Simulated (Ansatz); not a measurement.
Take HfO$_{2}$ in the fluorite structure (space group Fm-3m, No. 225; a = 5.058 Å) as the base. Axes: x, y, z lie along the cube axes.

Structures relaxed with r2SCAN (Ansatz, a program for electronic structure), no SOC.

Base:

Simulated powder pattern, Cu Kα, λ = 1.54184 Å (kinematic, ideal powder, no thermal factors, no anomalous dispersion; the 14 strongest lines at most, above 2 %, up to 2θ = 90°):

| 2θ (°) | I/Imax (%) | hkl |
|---|---|---|
| 30.61 | 100 | (111) |
| 35.49 | 34 | (200) |
| 51.07 | 50 | (220) |
| 60.72 | 45 | (311) |
| 63.73 | 9.6 | (222) |
| 75.12 | 7.8 | (400) |
| 83.26 | 19 | (331) |
| 85.93 | 14 | (420) |

The change: uniaxial strain ε_yy = +0.79 %, all other strain components held at zero; the atoms relax in the strained cell.

Problem. Where do the lines fall after the change?

Solution. 
Simulated powder pattern, Cu Kα, λ = 1.54184 Å (kinematic, ideal powder, no thermal factors, no anomalous dispersion; the 14 strongest lines at most, above 2 %, up to 2θ = 90°):

```json
[
 {"2θ (°)": "30.53", "d (Å)": "2.928", "I/Imax (%)": "100", "hkl": "(111)"},
 {"2θ (°)": "35.21", "d (Å)": "2.549", "I/Imax (%)": "11", "hkl": "(020)"},
 {"2θ (°)": "35.49", "d (Å)": "2.529", "I/Imax (%)": "23", "hkl": "(200)"},
 {"2θ (°)": "50.86", "d (Å)": "1.795", "I/Imax (%)": "34", "hkl": "(220)"},
 {"2θ (°)": "51.07", "d (Å)": "1.788", "I/Imax (%)": "17", "hkl": "(202)"},
 {"2θ (°)": "60.29", "d (Å)": "1.535", "I/Imax (%)": "15", "hkl": "(131)"},
 {"2θ (°)": "60.68", "d (Å)": "1.526", "I/Imax (%)": "30", "hkl": "(311)"},
 {"2θ (°)": "63.55", "d (Å)": "1.464", "I/Imax (%)": "9.7", "hkl": "(222)"},
 {"2θ (°)": "75.12", "d (Å)": "1.265", "I/Imax (%)": "5.1", "hkl": "(400)"},
 {"2θ (°)": "82.88", "d (Å)": "1.165", "I/Imax (%)": "13", "hkl": "(331)"},
 {"2θ (°)": "83.22", "d (Å)": "1.161", "I/Imax (%)": "6.3", "hkl": "(313)"},
 {"2θ (°)": "85.26", "d (Å)": "1.138", "I/Imax (%)": "4.6", "hkl": "(240)"},
 {"2θ (°)": "85.76", "d (Å)": "1.133", "I/Imax (%)": "4.6", "hkl": "(420)"},
 {"2θ (°)": "85.93", "d (Å)": "1.131", "I/Imax (%)": "4.6", "hkl": "(402)"}
]
```

The indices refer to the base's conventional cell; one index is shown for lines that coincide. The space group is now I4/mmm (No. 139).

Stability against distortions was not tested. This is not the structure that HfO2 has at room temperature and ambient pressure.
